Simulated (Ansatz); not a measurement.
Functionals compared on the (110) surface of germanium, no caps (bottom of the slab: built like the top, H on every dangling bond, free), in Ansatz (plane waves, PAW). The structure was relaxed with PBE; the other rows are single points on it. Cutoff 420 eV (500 eV for r2SCAN).

Set-up: 16 atoms, 13.5 Å thick at the start with caps and adatoms (thin: gaps and levels are the slab's own); mesh 7x5x1; 0.025 eV smearing; dipole correction on; 2 atoms held, the rest relaxed; held to the start's symmetry, so lower structures may exist; no spin (in PBE a spin-polarised start ends no clearly lower), no spin-orbit, no U. The slab shows no gap on its mesh. It is one candidate, not shown to be the stable structure of the face. These notes are the PBE run's.

| functional | work function of the top face (eV) | rough cost of the single point |
|---|---|---|
| PBE | 4.71 | – |
| r2SCAN | [?] | around 2.5 core-minutes (rough) |

**Question.** Fill in the missing entries.

**Answer.** 
- r2SCAN, work function of the top face (eV): 4.91

Ansatz is a quantum-chemistry and plane-wave program.
